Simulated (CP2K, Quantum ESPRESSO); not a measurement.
## Code comparison for LaCePd6 (P4/mmm, 8 atoms in the cell)

Self-consistent single point.

```xyz
8
Lattice="4.2498 0.0000 0.0000 0.0000 4.2498 0.0000 0.0000 0.0000 8.4737" Properties=species:S:1:pos:R:3 pbc="T T T"
La     0.0000     0.0000     4.2368
Ce     0.0000     0.0000     0.0000
Pd     2.1249     2.1249     0.0000
Pd     2.1249     2.1249     4.2368
Pd     2.1249     0.0000     2.0469
Pd     2.1249     0.0000     6.4268
Pd     0.0000     2.1249     2.0469
Pd     0.0000     2.1249     6.4268
```

All programs got the same cell, k-point mesh and kind of occupations (in Quantum ESPRESSO's words: occupations = smearing; smearing = gauss; degauss = 0.019992 Ry; K_POINTS = automatic 5 5 3 0 0 0); potentials, basis and cutoffs are each program's usual ones.

| code | model | pressure (GPa) | largest force (eV/Å) | k-points | cutoff |
|---|---|---|---|---|---|
| Quantum ESPRESSO | PBEsol, SSSP 1.1.2 efficiency (PBE) pseudopotentials | -10.17 | 0.070 | 12 | 60 Ry |
| CP2K | PBEsol, GPW, DZVP-MOLOPT-SR-GTH basis, GTH-PBE potentials (GTH_POTENTIALS) | -8.89 | 0.129 | 38 | grid 800 Ry |

The spread over the programs that give each value: pressure within 1.28 GPa; largest force within 0.059 eV/Å.

The starting cell comes from a database of computed structures (which also holds hypothetical and non-ambient phases and stackings), without a prior relaxation at this level. Its lattice was rescaled by a random factor within 2.5 % of one. On Quantum ESPRESSO's run: Spin-orbit coupling is off. Spin polarisation is off. The f electrons are in the valence without U or exact exchange, which can misplace them near the Fermi level. Spin-orbit terms, which matter for f shells, are left out. With a pressure of about -10 GPa the cell is away from its equilibrium volume at this level.

**Question.** Why do the programs differ, and what cannot be compared?

**Answer.** Differences of this kind can come from the potentials, where these differ, and from what each basis and cutoff leave unconverged. The zero of total energies and Fermi levels follows the potentials and each program's conventions, so they are not compared here. CP2K uses small atom-centred bases, whose incompleteness enters pressures, forces and empty levels differently from a plane-wave cutoff. The programs reduce the same mesh by symmetry to different extents, which changes the work and not the result.

Left out of this page: Ansatz (with a known weakness of the program); Elk (unsound by tests on forces, stress, charge or solver warnings); FLEUR (not drawn, or without a comparable value).
